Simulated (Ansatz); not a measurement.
Input:

```
ZnCu2SnS4
1.0
    5.42726     0.00000     0.00000
    0.00000     5.42726     0.00000
    2.71363    -2.71363     5.51687
Cu Zn Sn S
2 1 1 4
Cartesian
  0.00000   0.00000   0.00000
  2.71363   0.00000   2.75844
  5.42726   2.71363   2.75844
  2.71363   2.71363   0.00000
  1.31054   1.26594   1.42686
  3.97957   1.40309   4.09002
  4.11672   4.16132   1.42686
  6.87495  -1.40309   4.09002
```

No spin polarisation.

Calculations: Ansatz (a quantum-chemistry and plane-wave program) PBE, no spin-orbit coupling. Γ-centred 9×9×9 mesh, Fermi–Dirac width 0.05 eV.

**Question.** What is the computed pressure (mean of the normal stresses, compression positive)?

**Answer.** 0.4 GPa.

**Question.** What is the computed space group?

**Answer.** I-4 (No. 82).

The cells carry an imposed strain or load. Stability against distortions was not tested. All final runs are without spin polarisation. The cell was made from ZnCu₂SnS₄ (space group I-4, No. 82) by this change: biaxial strain −0.75 %, plane normal [001], relaxed out of plane.
